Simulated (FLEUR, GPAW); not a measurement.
A GPAW input for a self-consistent single point of NiS (P6_3/mmc, 4 atoms in the cell) (DFT LDA (Perdew-Wang 92), plane waves, GPAW PAW datasets LDA (gpaw-data 1.0.1)):

```python
from ase import Atoms
from ase.units import GPa
from gpaw import GPAW, PW, FermiDirac

atoms = Atoms(['Ni', 'Ni', 'S', 'S'],
              cell=[[3.411161, 0.000000, 0.000000],
                    [-1.705580, 2.954152, 0.000000],
                    [0.000000, 0.000000, 5.140137]],
              scaled_positions=[[0.000000, 0.000000, 0.500000],
                                [0.000000, 0.000000, 0.000000],
                                [0.333333, 0.666667, 0.750000],
                                [0.666667, 0.333333, 0.250000]],
              pbc=True)

calc = GPAW(mode=PW(850),
            xc='LDA',
            kpts=(15, 15, 9),
            occupations=FermiDirac(0.1),
            nbands=-12,
            convergence={'density': 1e-05, 'energy': 1e-05},
            symmetry={'symmorphic': False, 'tolerance': 0.0005},
            maxiter=100)

atoms.calc = calc

energy = atoms.get_potential_energy()
print('Energy (eV):', round(energy, 6))
forces = atoms.get_forces()
print('Forces (eV/Ang):')
print(forces.round(5))
stress = atoms.get_stress()
print('Stress (GPa, Voigt):', (stress / GPa).round(4))
```

**Question.** Write the same calculation as an input for FLEUR.

**Answer.** This is the input that was run; spellings and numerical settings could be chosen otherwise.

Input of the input generator:

```
NiS FLAPW
&input film=f /
6.4461599671 -0.0000004516 0.0000000000
-3.2230795925 5.5825385142 0.0000000000
0.0000000000 0.0000000000 9.7134511731
1.0
1.0 1.0 1.0

4
28 0.0000000000 0.0000000000 0.5000000000
28 0.0000000000 0.0000000000 -0.0000000000
16 0.3333333333 0.6666666667 0.7500000000
16 0.6666666667 0.3333333333 0.2500000000

&comp jspins=1 /
&exco xctyp='pz' /
&kpt div1=15 div2=15 div3=9 /
&end /
```

```xml
<?xml version="1.0" encoding="UTF-8" standalone="no"?>
<fleurInput fleurInputVersion="0.39">
   <comment>
      NiS FLAPW                                                                                           
   </comment>
   <calculationSetup>
      <cutoffs Kmax="3.7" Gmax="13.0" GmaxXC="13.0" numbands="0"/>
      <scfLoop itmax="60" minDistance="0.00001" maxIterBroyd="15" imix="Anderson" alpha="0.05" precondParam="0.0" spinf="2.0"/>
      <coreElectrons ctail="T" frcor="F" kcrel="0" coretail_lmax="0"/>
      <xcFunctional name="pz" relativisticCorrections="F"/>
      <magnetism jspins="1"/>
      <soc l_soc="F" theta="0.0" phi="0.0" spav="F"/>
      <expertModes spex="0" secvar="F"/>
      <geometryOptimization l_f="T" forcealpha="1.0" forcemix="BFGS" epsdisp="0.00001" epsforce="0.00001"/>
      <ldaU l_linMix="F" mixParam="0.05" spinf="1.0"/>
   </calculationSetup>
   <cell>
      <bzIntegration valenceElectrons="44.0" mode="hist" fermiSmearingEnergy="0.00367493">
         <kPointListSelection listName="default-1"/>
         <!-- k-points included here -->
         <xi:include xmlns:xi="http://www.w3.org/2001/XInclude" href="kpts.xml"> </xi:include>
      </bzIntegration>
      <!-- symmetry operations included here -->
      <xi:include xmlns:xi="http://www.w3.org/2001/XInclude" href="sym.xml"> </xi:include>
      <bulkLattice scale="1.0">
         <bravaisMatrix>
            <row-1>    6.4461599670999998    -0.0000004516000000     0.0000000000000000</row-1>
            <row-2>   -3.2230795925000000     5.5825385142000004     0.0000000000000000</row-2>
            <row-3>    0.0000000000000000     0.0000000000000000     9.7134511730999993</row-3>
         </bravaisMatrix>
      </bulkLattice>
   </cell>
   <atomSpecies>
      <species name="Nickel (Ni)" element="Ni" atomicNumber="28">
         <mtSphere radius="2.22" gridPoints="783" logIncrement="0.016"/>
         <atomicCutoffs lmax="8" lnonsphr="6"/>
         <electronConfig flipSpins="F">
            <coreConfig>(1s1/2) (2s1/2) (2p1/2) (2p3/2) (3s1/2)</coreConfig>
            <valenceConfig>(3p1/2) (3p3/2) (4s1/2) (3d3/2) (3d5/2)</valenceConfig>
            <stateOccupation state="(3d3/2)" spinUp="1.6" spinDown="1.6"/>
            <stateOccupation state="(3d5/2)" spinUp="2.4" spinDown="2.4"/>
         </electronConfig>
         <energyParameters s="4" p="4" d="3" f="4"/>
         <lo type="SCLO" l="1" n="3" eDeriv="0"/>
      </species>
      <species name="Sulfur (S)" element="S" atomicNumber="16">
         <mtSphere radius="1.60" gridPoints="565" logIncrement="0.02"/>
         <atomicCutoffs lmax="6" lnonsphr="4"/>
         <electronConfig flipSpins="F">
            <coreConfig>(1s1/2) (2s1/2) (2p1/2) (2p3/2)</coreConfig>
            <valenceConfig>(3s1/2) (3p1/2) (3p3/2)</valenceConfig>
            <stateOccupation state="(3p1/2)" spinUp="0.6666666666667" spinDown="0.6666666666667"/>
            <stateOccupation state="(3p3/2)" spinUp="1.3333333333333" spinDown="1.3333333333333"/>
         </electronConfig>
         <energyParameters s="3" p="3" d="3" f="4"/>
      </species>
   </atomSpecies>
   <atomGroups>
      <atomGroup species="Nickel (Ni)">
         <relPos label="                   1">.0000000000 .0000000000 1.000/2.000</relPos>
         <relPos label="                   2">.0000000000 .0000000000 .0000000000</relPos>
         <force calculate="T" relaxXYZ="TTT"/>
      </atomGroup>
      <atomGroup species="Sulfur (S)">
         <relPos label="                   3">1.000/3.000 -1.000/3.000 -1.000/4.000</relPos>
         <relPos label="                   4">-1.000/3.000 1.000/3.000 1.000/4.000</relPos>
         <force calculate="T" relaxXYZ="TTT"/>
      </atomGroup>
   </atomGroups>
   <output dos="F" band="F" slice="F">
      <checks vchk="F" cdinf="F"/>
      <bandDOS minEnergy="-.5*Htr" maxEnergy="0.5*Htr" sigma="0.015" storeEVData="T"/>
      <vacuumDOS vacdos="F" integ="F" star="F" nstars="0" locx1="0.0" locy1="0.0" locx2="0.0" locy2="0.0" nstm="0" tworkf="0.0"/>
      <unfoldingBand unfoldBand="F" supercellX="1" supercellY="1" supercellZ="1"/>
      <plotting iplot="0" polar="F">
         <plot TwoD="T" vec1="  1.0  0.0  0.0" vec2="  0.0  1.0  0.0" vec3="  0.0  0.0  1.0" zero="  0.0  0.0  0.0" file="plot"/>
      </plotting>
      <chargeDensitySlicing numkpt="0" minEigenval="0.0" maxEigenval="0.0" nnne="0" pallst="F"/>
      <specialOutput eonly="F"/>
      <magneticCircularDichroism mcd="F" energyLo="-10.0" energyUp="0.0"/>
   </output>
  <!-- We include the file relax.xml here to enable relaxations (see documentation) -->
  <xi:include xmlns:xi="http://www.w3.org/2001/XInclude" href="relax.xml"> <xi:fallback/> </xi:include>
</fleurInput>
```

Basis, cutoffs, solver keys and any potentials are the target program's own. This input uses DFT, LDA (Perdew-Zunger), all-electron FLAPW (FLEUR), scalar-relativistic valence. LDA parametrisations can differ slightly between programs.

The starting cell comes from a database of computed structures (which also holds hypothetical and non-ambient phases and stackings), without a prior relaxation at this level. Its lattice was rescaled by a random factor within 2.5 % of one.
